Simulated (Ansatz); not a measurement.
System: Li3OCl (Pm-3m, No. 221, 5 atoms in the cell; start mp-985585). Method: G0W0@PBEsol (Ansatz, a program for electronic structure, hard PAW, contour deformation).

The cell is the one relaxed with PBEsol. Conventional cell: a = 3.8398 Å, b = 3.8398 Å, c = 3.8398 Å, α = 90.00°, β = 90.00°, γ = 90.00°.

The quasiparticle gap at Γ at a fixed k mesh 4×4×4:

```json
[
 {"response cutoff": "150 eV, 434 empty bands", "value (eV)": "7.833"},
 {"response cutoff": "200 eV, 668 empty bands", "value (eV)": "7.915"},
 {"response cutoff": "250 eV, 934 empty bands", "value (eV)": "7.969"},
 {"response cutoff": "300 eV, 1227 empty bands", "value (eV)": "8.003"}
]
```

Task: Taking the value to converge with the response cutoff E as E^(−3/2), extrapolate from the last two rows.

Result: With y = y∞ + c/w and weights w = 3953 and 5196 for the last two rows, y∞ = (w2 y2 − w1 y1)/(w2 − w1) = (5196 × 8.003 − 3953 × 7.969)/1243 = 8.111 eV, which lies 0.108 beyond the last row. Successive pairs of rows give 8.067, 8.105, 8.111. The limit also hangs on the law assumed, so its last digits aren't firm.

The other settings are not extrapolated, so this is the limit in one setting alone.

At the last cutoff the smallest gap on this mesh is 7.33 eV, with an edge away from Γ.

A start named mp-… is a Materials Project structure, which need not be a measured phase.
